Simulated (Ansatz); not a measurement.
Given:

```xyz
10
Lattice="4.8001 0.0000 0.0000 2.4001 4.1570 0.0000 2.4001 -1.3857 4.2643" Properties=species:S:1:pos:R:3 pbc="T T T"
Al     7.2002     1.3857     4.0149
Al     4.8001     0.0000     1.8827
Al     2.4001     1.3857     0.2494
Al     4.8001     2.7714     2.3816
O      4.0682     1.5036     1.0661
O      6.2640     2.7714     1.0661
O      5.5321     1.2677     3.1982
O      7.9321     2.8893     3.1982
O      3.3363     0.0000     3.1982
O      1.6681    -0.1180     1.0661
```

No spin polarisation.

The values are results of LDA/PAW in Ansatz (a first-principles code), without spin-orbit coupling, not measurements. k-mesh 9×9×9 (Γ-centred); smearing 0.05 eV (Fermi–Dirac).

Problem. What is the computed mean in-plane stress (compression positive)?

Solution. -8.5 GPa.

Problem. What gap character does the calculation give?

Solution. Direct at Γ.

Problem. What band gap does the calculation give?

Solution. 5.96 eV.

Problem. Predict the valence-band top at Γ (three highest levels, from the VBM).

Solution. 0.00, -0.23, -0.23 eV.

The cells carry an imposed strain or load. No phonon test of stability was made. The cell was made from Al2O3 in the corundum structure (space group R-3c, No. 167) by this change: biaxial strain +1.50 %, plane normal [001], relaxed out of plane.
